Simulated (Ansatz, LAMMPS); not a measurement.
# L1₀ (CuAu-type) TiAl, equilibrium lattice constant a

Reference value: 2.826 Å (measured, temperature not stated, no zero-point or thermal correction, P4/mmm two-atom cell, a_fct/√2; as tabulated in Zope and Mishin (2003), arXiv:cond-mat/0306298).

| level (code) | value (Å) |
|---|---|
| Lennard-Jones jacobson2022 (LAMMPS) | 2.907 |
| LDA (Ansatz) | 2.765 |
| PBE (Ansatz) | 2.823 |
| r²SCAN (Ansatz) | 2.812 |
| HSE06 (Ansatz) | [?] |

Task: Complete the blanks.

Result: 
- HSE06 (Ansatz, a first-principles code), value (Å): 2.801

Differences against the reference: Lennard-Jones jacobson2022 +2.87 %, LDA -2.16 %, PBE -0.11 %, r²SCAN -0.50 %, HSE06 -0.88 %.

Leaving aside Lennard-Jones jacobson2022, which can be fitted to such values or carry a doubt: The reference's temperature isn't stated, so close values are not ranked against it. Off by more than 1.25 % (a bound picked here): LDA (-2.16 %).

The measured value isn't corrected to a static lattice, so vibrations enter the comparison. A static lattice is as a rule a little smaller than the measured one.  Lennard-Jones jacobson2022: the pair parameters belong to the elements and are mixed by rule. Lennard-Jones jacobson2022: pair potentials favour close packing, so symmetry can be all that holds this lattice. HSE06: hybrids on metals are sensitive to the k mesh and can open a false gap. Cutoffs and k meshes differ between the levels. Ansatz's density-functional and Hartree–Fock values are scalar-relativistic unless marked +SOC, with PAW data made under PBE.

Empirical potentials (Lennard-Jones jacobson2022) are fitted to chosen data, which need not cover the solid at hand: agreement can be built in, and what lay outside the fit can be far off.

Differences are worked out from the printed values.
